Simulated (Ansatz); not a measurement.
```yaml
crystal:
  lattice:
    - [19.00000, 0.00000, 0.00000]
    - [0.00000, 18.00000, 0.00000]
    - [0.00000, 0.00000, 9.95602]
  atoms:
    - { symbol: Ge, position: [0.37902, 0.50000, 0.33597] }
    - { symbol: Ge, position: [0.37901, 0.50000, 0.58228] }
    - { symbol: Ge, position: [0.43950, 0.38939, 0.66772] }
    - { symbol: Ge, position: [0.43951, 0.38941, 0.91403] }
    - { symbol: Ge, position: [0.43950, 0.61061, 0.66772] }
    - { symbol: Ge, position: [0.43951, 0.61059, 0.91403] }
    - { symbol: Ge, position: [0.50000, 0.50000, 0.00063] }
    - { symbol: Ge, position: [0.50000, 0.50000, 0.24937] }
    - { symbol: Ge, position: [0.56049, 0.38941, 0.33597] }
    - { symbol: Ge, position: [0.56050, 0.38939, 0.58228] }
    - { symbol: Ge, position: [0.56049, 0.61059, 0.33597] }
    - { symbol: Ge, position: [0.56050, 0.61061, 0.58228] }
    - { symbol: Ge, position: [0.62099, 0.50000, 0.66772] }
    - { symbol: Ge, position: [0.62098, 0.50000, 0.91403] }
    - { symbol: H, position: [0.33941, 0.43072, 0.28346] }
    - { symbol: H, position: [0.33941, 0.56928, 0.28346] }
    - { symbol: H, position: [0.30189, 0.50000, 0.63418] }
    - { symbol: H, position: [0.40095, 0.31890, 0.61582] }
    - { symbol: H, position: [0.36286, 0.38784, 0.96654] }
    - { symbol: H, position: [0.47655, 0.31856, 0.96654] }
    - { symbol: H, position: [0.40095, 0.68110, 0.61582] }
    - { symbol: H, position: [0.36286, 0.61216, 0.96654] }
    - { symbol: H, position: [0.47655, 0.68144, 0.96654] }
    - { symbol: H, position: [0.52345, 0.31856, 0.28346] }
    - { symbol: H, position: [0.63714, 0.38784, 0.28346] }
    - { symbol: H, position: [0.59905, 0.31890, 0.63418] }
    - { symbol: H, position: [0.52345, 0.68144, 0.28346] }
    - { symbol: H, position: [0.63714, 0.61216, 0.28346] }
    - { symbol: H, position: [0.59905, 0.68110, 0.63418] }
    - { symbol: H, position: [0.69811, 0.50000, 0.61582] }
    - { symbol: H, position: [0.66059, 0.43072, 0.96654] }
    - { symbol: H, position: [0.66059, 0.56928, 0.96654] }
```

Method: PBE (plane waves to 420 eV, PAW; Ansatz, a quantum-chemistry and plane-wave program). Mesh 1×1×4. No spin polarisation. One-dimensional cell, images about 11 Å apart. An idealised model, cut from the bulk lattice. Symmetry and one short period hold its shape; lower forms weren't sought. Values not marked SOC lack spin–orbit coupling.

### Question
Tabulate the two highest filled and two lowest empty levels along the axis, from the valence top.

### Answer
| k (2π/c) | v2 (eV) | v1 (eV) | c1 (eV) | c2 (eV) |
|---|---|---|---|---|
| 0.000 | -0.80 | 0.00 | 3.22 | 3.54 |
| 0.042 | -0.80 | -0.01 | 3.22 | 3.53 |
| 0.083 | -0.79 | -0.03 | 3.21 | 3.50 |
| 0.125 | -0.77 | -0.06 | 3.20 | 3.48 |
| 0.167 | -0.75 | -0.10 | 3.19 | 3.45 |
| 0.208 | -0.72 | -0.16 | 3.17 | 3.43 |
| 0.250 | -0.70 | -0.23 | 3.16 | 3.42 |
| 0.292 | -0.68 | -0.32 | 3.15 | 3.41 |
| 0.333 | -0.66 | -0.41 | 3.15 | 3.41 |
| 0.375 | -0.65 | -0.51 | 3.14 | 3.41 |
| 0.417 | -0.63 | -0.62 | 3.15 | 3.42 |
| 0.458 | -0.63 | -0.63 | 3.15 | 3.42 |
| 0.500 | -0.62 | -0.62 | 3.15 | 3.42 |
